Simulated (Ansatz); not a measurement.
The starting structures come from a database of crystals and need not be the phases stable at ambient conditions.

Inside the gap of an insulator the Bloch states are evanescent, with a wavenumber k + iκ along the transport direction.

Input:

```xyz
5
Lattice="3.9949 0.0000 0.0000 0.0000 3.9949 0.0000 0.0000 0.0000 3.8750" Properties=species:S:1:pos:R:3 pbc="T T T"
K      1.9974     1.9974     1.9375
Ta     0.0000     0.0000     0.0000
O      0.0000     1.9974     0.0000
O      1.9974     0.0000     0.0000
O      0.0000     0.0000     1.9375
```

Space group of this cell: P4/mmm. The cell is strained (lengths along the current scaled by 0.97, ions clamped); by r2SCAN its mean pressure is 6.4 GPa.

Transport runs along the normal of the first two printed cell vectors, the (001) (indices of the unstrained crystal) plane of the conventional cell.

The gap is the functional's own. No spin-orbit coupling. Mid-gap values are interpolated on the energy grid.

Task: Estimate the band gap and the smallest decay constant κ at mid-gap that Ansatz (an electronic-structure program) with r2SCAN returns for this system.

Result: Gap 2.63 eV on a 8×8×8 mesh; κ = 0.257 1/Å, at the zone centre.
